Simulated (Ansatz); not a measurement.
Here is the system:

```
CaO
1.0
    0.02189     2.38469     2.38469
    2.38469     0.02189     2.38469
    2.38469     2.38469     0.02189
Ca O
1 1
Direct
  0.00000   0.00000   0.00000
  0.50000   0.50000   0.50000
```

These are r2SCAN, rigid bands (plane waves, PAW, scalar-relativistic; Ansatz, a first-principles code) values and carry that method's errors. Condition of this run: biaxial stress in (111) of 2.2 GPa (compression positive) (the target of the relaxation). How the cell was made: cell and atoms relaxed with PBEsol, then loaded as said.

Q: What conductivity effective mass do dilute electrons have at 300 K?

A: 0.56 mₑ.

Q: What conductivity effective mass do dilute holes have at 300 K?

A: 1.44 mₑ.

Q: And the band gap?

A: 4.17 eV at this level; semilocal functionals usually fall short of the measured gap.

Rigid bands, one relaxation time for all states, no polarons. Spin-orbit coupling is left out; where it splits the top of the valence band it changes the hole mass and lowers the gap by about a third of the splitting. Geometry: cell and atoms relaxed with PBEsol.
